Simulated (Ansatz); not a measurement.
## CuBiTeO (space group P4/nmm, No. 129; a cell from a computed database, its experimental status unchecked)

CuBiTeO is modelled in the tetragonal space group P4/nmm, origin choice 1 (No. 129), Pearson symbol tP8. Cell: a = b = 3.997 Å, c = 9.524 Å, α = β = γ = 90.00°. Cu on 2b is coordinated by 4 Te at 2.625 Å and 4 Cu at 2.826 Å. Bi on 2c is surrounded by 4 O at 2.343 Å and 4 Te at 3.371 Å. Te on 2c sees 4 Cu at 2.625 Å and 4 Bi at 3.371 Å. O on 2a sees 4 Bi at 2.343 Å (tetrahedral). (Neighbours: up to the widest gap in distance over summed covalent radii, below 1.35, at either atom; cation-cation and far metal-metal contacts left out.)

The values are results of PBEsol, PAW, 420 eV (Ansatz, a quantum-chemistry and plane-wave program; scalar-relativistic without spin-orbit coupling), not measurements. Settings: 12×12×5 k-points, 0.05 eV Fermi–Dirac smearing.

- Volume per atom = 19.02 Å³
- Density = 9.08 g/cm³
- Band gap = zero
- Total energy = -6573.223 eV/atom (σ→0; compares only within this code and set-up)

With Bi and Te present, leaving out spin-orbit coupling can change the band edges. Whether these cells are dynamically stable was not tested. No Hubbard U is applied and the magnetic state is the run's own (CuBiTeO not spin-polarised); other magnetic orders, which need larger cells, were not tried and can change the gap. All final runs are without spin polarisation. The zero or small gap of CuBiTeO can change with the level of theory.
